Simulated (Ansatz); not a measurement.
Effect of pressure 0.7 GPa on Nb5Si3

Start from Nb5Si3 (space group I4/mcm, No. 140; a = 6.549 Å, c = 11.806 Å).

One thing is altered: a hydrostatic pressure of 0.7 GPa.

Method: PBEsol (Ansatz, a first-principles code, PAW, without spin-orbit coupling). Γ-centred 8×8×8 mesh, Fermi–Dirac width 0.05 eV.

The volume per atom decreases by 0.05 Å³ (15.82 Å³ → 15.77 Å³) and the lattice parameter a falls by 0.007 Å to 6.542 Å. The c/a ratio remains 1.803 and the shortest interatomic distance drops by 0.002 Å, from 2.396 Å to 2.394 Å. The enthalpy H = E + PV relative to the base's energy amounts to +0.07 eV/atom and the band gap remains zero.

Final structure:

```
Nb5Si3
1.0
   -3.27083     3.27083     5.89596
    3.27083    -3.27083     5.89596
    3.27083     3.27083    -5.89596
Nb Si
10 6
Direct
  0.01682   0.18469   0.50000
  0.98318   0.81531   0.50000
  0.18469   0.68469   0.16786
  0.81531   0.31531   0.83214
  0.68469   0.51682   0.50000
  0.31531   0.48318   0.50000
  0.51682   0.01682   0.83214
  0.48318   0.98318   0.16786
  0.50000   0.50000   0.00000
  0.00000   0.00000   0.00000
  0.12936   0.62936   0.75872
  0.87064   0.37064   0.24128
  0.62936   0.87064   0.50000
  0.37064   0.12936   0.50000
  0.75000   0.75000   0.00000
  0.25000   0.25000   0.00000
```

Load acts through the strain it causes; cell and atoms are relaxed under it. Whether these cells are dynamically stable was not tested. The final runs are not spin-polarised.
